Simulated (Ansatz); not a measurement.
## fluorite-type CoSi2 (1 1 1) on rock-salt PbS (1 1 1) (film strained to the substrate, started from cuts of the bulks and a machine-learned relaxation; slabs Pb12S12 and Co12Si24, which can lie off the formulas; of A or B type as the cell shows)

A periodic stack without vacuum, fluorite-type CoSi2 (1 1 1) on rock-salt PbS (1 1 1) (film strained to the substrate, started from cuts of the bulks and a machine-learned relaxation; slabs Pb12S12 and Co12Si24, which can lie off the formulas; of A or B type as the cell shows): substrate slab Pb12S12, film Co12Si24, surface cells [[-2, 1], [-1, -1]] and [[2, 0], [0, 2]], film strained by -2.9 and -2.9 %, outermost planes S/Pb and Si/Si as cut, which need not be the usual terminations and can put a slab off its formula.

The start was prepared with a machine-learned potential, and the result is one local minimum, with the in-plane cell held and forces under 0.04 eV/Å; the film can end far from its bulk form.

The numbers are results of PBE (plane waves to 420 eV, PAW; Ansatz, a quantum-chemistry and plane-wave program), not measurements. Scalar-relativistic, without spin–orbit coupling; the runs are not spin-polarised. Its k-point mesh 4×4×1, Fermi–Dirac width 0.05 eV.

- interface area = 46.9 Å²
- period = 24.69 Å
- heights between the nearest atoms of the two slabs at the two interfaces = 2.20 and 1.21 Å
- Pb–Si contacts across the interfaces within 1.22 times the sum of covalent radii = 5, mean 3.01 Å
- S–Si contacts across the interfaces within 1.22 times the sum of covalent radii = 3, mean 2.25 Å
- Co–Pb contacts across the interfaces within 1.22 times the sum of covalent radii = 2, mean 3.20 Å
- Co–S contacts across the interfaces within 1.22 times the sum of covalent radii = 1, mean 2.30 Å
- estimate of the barrier = withheld, since the two interfaces are unlike
- slope of the mean potential energy in the substrate = -2.0 MV/cm × e

```
CoPbSSi2
1.0
    7.35886    -0.00003    -0.00511
    3.67940     6.37237    -0.08904
    0.90284     1.61483    24.66852
Pb S Co Si
12 12 12 24
Direct
  0.69373   0.62369   0.10885
  0.36904   0.28321   0.11286
  0.02912   0.96659   0.11797
  0.69112   0.27319   0.25748
  0.35588   0.93975   0.25505
  0.02516   0.60568   0.25391
  0.68567   0.91377   0.39476
  0.35286   0.58635   0.39541
  0.01662   0.24792   0.39834
  0.67888   0.60349   0.54822
  0.37132   0.20538   0.52735
  0.99740   0.88501   0.53919
  0.67694   0.29653   0.02183
  0.36929   0.95965   0.05289
  0.01298   0.67590   0.05654
  0.68665   0.94081   0.18413
  0.34414   0.63270   0.18634
  0.04767   0.29194   0.18677
  0.68010   0.59488   0.32741
  0.37157   0.25872   0.32724
  0.01660   0.93135   0.32665
  0.69348   0.24012   0.47073
  0.34168   0.91329   0.46375
  0.02804   0.54397   0.47123
  0.92436   0.47039   0.66395
  0.93291   0.96517   0.66356
  0.43195   0.46832   0.66349
  0.43253   0.96403   0.66979
  0.59720   0.11075   0.79492
  0.59678   0.59691   0.79847
  0.09243   0.11142   0.79454
  0.09260   0.60981   0.79316
  0.25258   0.75566   0.92567
  0.26070   0.25327   0.92373
  0.74913   0.75312   0.92495
  0.79176   0.19650   0.93525
  0.26821   0.80891   0.63912
  0.26251   0.30408   0.64149
  0.75986   0.81176   0.63719
  0.76796   0.29820   0.63815
  0.09458   0.62770   0.69974
  0.09415   0.12798   0.70099
  0.59658   0.62398   0.70343
  0.59915   0.12658   0.70094
  0.92676   0.44957   0.76005
  0.92939   0.94935   0.75965
  0.42609   0.44875   0.75951
  0.43161   0.94318   0.76380
  0.76733   0.25745   0.83542
  0.75740   0.76875   0.83079
  0.26189   0.26921   0.83006
  0.25818   0.76953   0.83102
  0.59066   0.08978   0.88986
  0.59245   0.57671   0.89368
  0.10391   0.08758   0.88845
  0.08697   0.59533   0.88705
  0.42079   0.91209   0.96334
  0.41840   0.41631   0.96011
  0.95878   0.82308   0.97280
  0.92653   0.41584   0.95362
```
